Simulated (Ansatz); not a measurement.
For InSb (model structure, within 0.1 Å of Fm-3m, No. 225, 6 atoms in the cell), LDA (Ansatz, a program for electronic structure, PAW) gives:

| Item | Result |
|---|---|
| bulk modulus | 60.8 GPa |
| cohesive energy | 3.38 eV/atom |

Task: What does PBEsol (plane waves, PAW; Ansatz) give for the same quantities?

Result: 
- bulk modulus: 56.5 GPa (falls by 7.1 %)
- cohesive energy: 2.91 eV/atom (shrinks by 0.47 eV/atom)

Changes are worked out from the printed values.

Unless a cell is named, each level is at its own relaxed cell (LDA 26.69, PBEsol 27.46 Å³/atom).

Levels without +SOC leave out spin–orbit coupling, which shifts energies and cells of such heavy elements.

Caveats: the bulk modulus is −V dP/dV from two relaxed cells at ±2 % in volume (LDA, PBEsol). Ansatz's density-functional and Hartree–Fock values are scalar-relativistic unless marked +SOC, with PAW data made under PBE.

A model structure was made by putting elements into a prototype or built by hand; it is no filed structure, need not be a known phase, and can be a saddle point held by its symmetry.
